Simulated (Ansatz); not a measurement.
Start from SnSe in the GeS type structure (space group Pnma, No. 62; a = 11.534 Å, b = 4.121 Å, c = 4.578 Å; layered, stacked along the Cartesian x axis). Axes: x, y, z lie along a, b, c of the conventional cell.

Structures relaxed with r2SCAN+rVV10, PAW, 500 eV (Ansatz, a quantum-chemistry and plane-wave program; no spin-orbit coupling), earlier PAW set.

Base:

Simulated powder pattern, Co Kα, λ = 1.79026 Å (kinematic, ideal powder, no thermal factors, no anomalous dispersion; the 14 strongest lines at most, above 2 %, up to 2θ = 90°):

| 2θ (°) | I/Imax (%) | hkl |
|---|---|---|
| 28.91 | 29 | (201) |
| 33.99 | 27 | (011) |
| 35.20 | 100 | (111) |
| 36.17 | 53 | (400) |
| 43.88 | 36 | (311) |
| 46.99 | 12 | (102) |
| 50.47 | 17 | (411) |
| 51.50 | 27 | (020) |
| 54.00 | 12 | (112) |
| 54.14 | 9.7 | (302) |
| 58.13 | 25 | (511) |
| 64.55 | 20 | (420) |
| 72.62 | 8.0 | (512) |
| 86.44 | 8.2 | (131) |

One thing is altered: uniaxial strain ε_xx = +5.99 %, all other strain components held at zero; the atoms relax in the strained cell.

Question: How do the reflections move or split?

Answer: 
Simulated powder pattern, Co Kα, λ = 1.79026 Å (kinematic, ideal powder, no thermal factors, no anomalous dispersion; the 14 strongest lines at most, above 2 %, up to 2θ = 90°):

```tsv
2θ (°)	I/Imax (%)	hkl
28.28	25	(201)
30.37	8.1	(210)
33.99	23	(011)
34.06	53	(400)
35.07	100	(111)
42.89	25	(311)
46.88	12	(102)
48.88	16	(411)
51.50	20	(020)
53.91	9.8	(112)
55.87	34	(511)
59.78	13	(312)
63.19	18	(420)
86.36	8.2	(131)
```

The indices refer to the base's conventional cell; one index is shown for lines that coincide.

Stability against distortions was not tested.
